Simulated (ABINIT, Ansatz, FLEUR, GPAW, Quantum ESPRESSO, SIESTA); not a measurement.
## One structure in several programs: Nb3Sn (Pm-3n, 8 atoms in the cell)

Self-consistent single point, at a second geometry (lattice scaled by 0.98). First geometry:

```xyz
8
Lattice="5.3043 0.0000 0.0000 0.0000 5.3043 0.0000 0.0000 0.0000 5.3043" Properties=species:S:1:pos:R:3 pbc="T T T"
Nb     1.3261     0.0000     2.6522
Nb     3.9782     0.0000     2.6522
Nb     2.6522     3.9782     0.0000
Nb     2.6522     1.3261     0.0000
Nb     0.0000     2.6522     3.9782
Nb     0.0000     2.6522     1.3261
Sn     0.0000     0.0000     0.0000
Sn     2.6522     2.6522     2.6522
```

Shared settings, as Ansatz (a program for electronic structure) writes them: kpoints.mp_grid.grid = 5 5 5; scf.occupations.method = fermi_dirac; scf.occupations.width = 0.1 eV. Potentials and cutoffs stand in the table.

```tsv
code	model	ΔF from the first geometry (meV/atom)	pressure (GPa)	cutoff
FLEUR	PBE, all-electron FLAPW (FLEUR), scalar-relativistic valence	50.3	–	Kmax 4.4 1/bohr
Quantum ESPRESSO	PBE, PseudoDojo standard norm-conserving (PBE) pseudopotentials	49.6	13.37	85 Ry
ABINIT	PBE, norm-conserving pseudopotentials (PseudoDojo nc-sr-05 PBE standard)	49.6	13.34	82 Ry
SIESTA	GGA PBE, numerical atomic orbitals TZP, PseudoDojo PBE standard norm-conserving potentials (rewritten from UPF to PSML)	46.3	13.09	grid 400 Ry
GPAW	PBE, GPAW PAW datasets PBE (gpaw-data 1.0.1)	43.2	12.29	600 eV
Ansatz	PBE, PAW files	48.8	13.22	default
```

A dash marks a value that a program does not give, or that is left out as unsure.

On Ansatz's run: spin polarisation is off.

The spread over the programs that give each value: ΔF from the first geometry within 7.1 meV/atom; pressure within 1.08 GPa.

SIESTA uses small atom-centred bases, whose incompleteness enters pressures, forces and empty levels differently from a plane-wave cutoff. FLEUR treats all electrons, but the usual bases taken here (sphere radii, linearisation, local orbitals, empty states) were not tested for convergence, so the values are no reference for the others. Ansatz's pressure is given at a fixed set of plane waves, as the other plane-wave codes print theirs.

The starting cell comes from a database of computed structures (which also holds hypothetical and non-ambient phases and stackings), without a prior relaxation at this level. Its lattice was rescaled by a random factor within 2.5 % of one. For this run, on top of that: lattice scaled by 0.98.

Keys are those of Ansatz 0.2.
